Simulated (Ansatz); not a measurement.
The structure below was relaxed with PBEsol (Ansatz, a quantum-chemistry and plane-wave program), scalar-relativistic without spin-orbit coupling, at pressure 30 GPa.

```
Ta
1.0
   -1.57847     1.57847     1.57847
    1.57847    -1.57847     1.57847
    1.57847     1.57847    -1.57847
Ta
1
Direct
  0.00000   0.00000   0.00000
```

Question: Find the space group and the Wyckoff positions.

Answer: Space group Im-3m (No. 229); a = b = c = 3.157 Å, α = β = γ = 90.00°

| atom | site | symmetry | x | y | z |
|---|---|---|---|---|---|
| Ta | 2a | m-3m | 0.0000 | 0.0000 | 0.0000 |

Question: Describe the coordination.

Answer: The crystal has 2 atoms in its conventional cell. Lattice parameters: a = b = c = 3.1569 Å, α = β = γ = 90.00°. Ta has 8 Ta at 2.734 Å and 6 Ta at 3.157 Å. (Neighbours: up to the widest gap in distance over summed covalent radii, below 1.35, at either atom.)

Load acts through the strain it causes; cell and atoms are relaxed under it. Stability against distortions was not tested. Competing high-pressure phases were not computed. The final runs are not spin-polarised. The cell was made from Ta in the bcc (W type) structure (space group Im-3m, No. 229) by this change: pressure 30 GPa.
